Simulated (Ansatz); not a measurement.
Levels about the gap of amorphous Bi₈Ge₆O₂₄ (38 atoms in a cell of 637 Å³, 6.50 g/cm³; zone centre alone, so wide bands show as single levels with stretches between that a denser mesh fills), at the geometry that PBE relaxed, where it gives 0.0 GPa on a denser mesh. The participation number counts the atoms over which a state spreads; weights are charges in smoothed Voronoi cells. The levels come from a single point, so bond lengths are those of that geometry. Method of the levels: r2SCAN, scalar-relativistic without spin-orbit coupling (Ansatz, a quantum-chemistry and plane-wave program). Sampling: the zone centre alone; Fermi-Dirac width 0.02 eV; no spin polarisation.

The cell was made by melting and quenching with the CHGNet potential and then relaxed with DFT. O atoms were pushed apart under 1.9 Å during the dynamics, to hinder bonds among them. The hot cell started wider than the set density and was brought back towards it in steps. It is the lowest in DFT energy of 2 quenches. It is a model cell: composition and starting density were chosen by hand, and all elements were melted together. No dispersion term was used. Its density started from a set value of 6.93 and ended at 6.50 g/cm³. Cooling (nominally 210 K/ps over its main leg) ran many orders faster than in experiment, which tends to leave more defects and strain. Values belong to this one cell and scatter from quench to quench. Volume and shape were free in the relaxation.

```tsv
E - E(highest filled), eV	filling	participation number	largest on	weight O	weight Bi	weight Ge
-0.73	filled	12.1	O, 4 neighbours	0.91	0.08	0.02
-0.55	filled	16.8	O, 3 neighbours	0.82	0.16	0.02
-0.48	filled	17.8	O, 3 neighbours	0.81	0.17	0.02
-0.42	filled	11.6	O, 3 neighbours	0.80	0.18	0.02
-0.24	filled	13.6	O, 3 neighbours	0.80	0.18	0.02
-0.16	filled	11.5	O, 3 neighbours	0.82	0.17	0.01
0.00	filled	15.6	O, 3 neighbours	0.78	0.21	0.01
3.67	empty	23.7	Bi, 5 neighbours	0.51	0.40	0.09
3.73	empty	19.3	Bi, 4 neighbours	0.52	0.42	0.07
3.95	empty	22.2	Bi, 6 neighbours	0.52	0.42	0.06
4.03	empty	23.2	Bi, 4 neighbours	0.52	0.37	0.11
4.11	empty	15.7	Bi, 5 neighbours	0.47	0.44	0.09
4.32	empty	21.4	Bi, 6 neighbours	0.51	0.36	0.13
4.41	empty	22.2	Bi, 5 neighbours	0.54	0.37	0.09
```

Most localised among these is the filled level at -0.16 eV, on a O atom, which has 3 neighbours (Bi 2.14 Å, Bi 2.26 Å, Bi 2.45 Å).
